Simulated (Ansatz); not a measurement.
Adsorption energy and surface dipole of F on the 1x1 (111) surface of fcc Ag, one in a 2x2 cell, started at the site 'bridge Ag-Ag (span 2.9 Å)', worked from the runs' numbers; total energies count from the potentials' own zero.

Calculation: PBE (plane waves to 420 eV, PAW; Ansatz, a first-principles code).

Set-up: 17 atoms, 7.1 Å thick at the start under the adsorbate (thin: gaps and levels are the slab's own); mesh 6x6x1; 0.1 eV smearing; dipole correction on; 8 atoms held, the rest relaxed; start symmetry kept, larger cells not searched; no spin, no spin-orbit, no U, no dispersion correction. At the end it is bonded to 3 Ag. In PBE it is, or lies within 0.03 eV of, the lowest of the starts that converged.

```json
[
 {"quantity": "slab with the adsorbate", "value": "-122254.124 eV"},
 {"quantity": "clean slab, same cell and mesh", "value": "-121446.106 eV"},
 {"quantity": "reference, ½ F2(g)", "value": "-805.593 eV"},
 {"quantity": "area of the cell", "value": "29.81 Å²"},
 {"quantity": "change of the step from the bottom to the top vacuum level", "value": "1.257 eV"}
]
```

Question: What is the adsorption energy against this reference?

Answer: E(slab + adsorbate) − E(slab) − E(reference) = -2.42 eV, so in this state the adsorbate is more stable than in the reference, at a coverage of 3.35 a nm².

Question: What dipole does adsorption add to the slab along the outward normal (Helmholtz relation, ε₀ = 0.005526 e/(V·Å))?

Answer: p = −ε₀·A·ΔV = -0.207 e·Å = -0.99 D; its negative end points to the vacuum, which raises the vacuum level.
